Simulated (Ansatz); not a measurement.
We consider fluorite PtAl₂, described by PBE (Ansatz, a first-principles code, plane waves, PAW).

Run with plane-wave cutoff 520 eV, 12×12×12 k mesh, Fermi–Dirac smearing 0.1 eV, perturbation theory, scalar-relativistic PAW data made under PBE.

The cell has the measured lattice parameters. Conventional cell: a = 5.9100 Å, b = 5.9100 Å, c = 5.9100 Å, α = 90.00°, β = 90.00°, γ = 90.00°.

```yaml
crystal:
  lattice:
    - [0.00000, 2.95500, 2.95500]
    - [2.95500, 0.00000, 2.95500]
    - [2.95500, 2.95500, 0.00000]
  atoms:
    - { symbol: Al, position: [0.75000, 0.75000, 0.75000] }
    - { symbol: Al, position: [0.25000, 0.25000, 0.25000] }
    - { symbol: Pt, position: [0.00000, 0.00000, 0.00000] }
```

Harmonic phonon frequencies (cm⁻¹; i marks an imaginary mode):

```tsv
q point	frequencies
Γ	0 0 0 238 238 238 294 294 294
X	103 103 137 209 232 232 307 307 324
L	68 68 136 268 268 269 269 270 275
W	77 114 114 210 231 273 273 306 328
```

No imaginary mode appears at these points.

Note: the cell isn't this level's own, so it is under some stress, which shifts stiffness and frequencies.
